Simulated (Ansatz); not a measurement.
## A computed series for hypothetical zinc blende LaN: pressure series

The parent structure is LaN in the zinc blende structure (space group F-43m, No. 216; a = 5.546 Å; a hypothetical phase, not in the database extracts checked).

Cell and atoms are relaxed at each pressure.

Computed with PBEsol/PAW in Ansatz (a first-principles code), spin-orbit coupling left out.

```
pressure (GPa)  volume per atom (Å³/atom)
--------------  -------------------------
-2                                 21.814
0                                  21.328
0.3                                     ?
0.7                                21.171
1.5                                20.993
3                                  20.680
5                                  20.293
7.5                                19.850
10                                 19.446
```

Task: Fit the third-order Birch–Murnaghan form P(V) = (3B₀/2)[(V₀/V)^(7/3) − (V₀/V)^(5/3)]·[1 + (3/4)(B₀′ − 4)((V₀/V)^(2/3) − 1)] (squares taken in P) to the rows shown and predict the withheld row.

Result: Least squares on the printed values gives V₀ = 21.328 Å³/atom, B₀ = 92.2 GPa, B₀′ = 3.5; this predicts 21.259 Å³/atom, and the run gives 21.261 Å³/atom, 0.002 higher.

Load acts through the strain it causes; cell and atoms are relaxed under it. Stability against distortions was not tested. Competing high-pressure phases were not computed.
